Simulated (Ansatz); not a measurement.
The cell is built on a prototype and need not be the phase stable at ambient conditions.

By r2SCAN, the system below comes out a metal.

Consider the following.

```xyz
3
Lattice="4.1057 0.0000 0.0000 -2.0528 3.5556 0.0000 2.0528 1.1852 3.3523" Properties=species:S:1:pos:R:3 pbc="T T T"
Mo     0.0000     0.0000     0.0000
S      2.0528     3.5556     2.5142
S      2.0528     1.1852     0.8381
```

Space group of this cell: Fm-3m, fluorite. The cell was relaxed by PBE-D3(BJ); by r2SCAN its mean pressure is 4.7 GPa.

The current flows along the normal of the first two printed cell vectors. No spin-orbit coupling; the value is a mean over 0.1 eV about the Fermi level.

Question: Estimate the ballistic conductance per area that r2SCAN (Ansatz, a first-principles code) returns for this system.

Answer: 0.96 × 10¹⁵ S/m² for both spins.
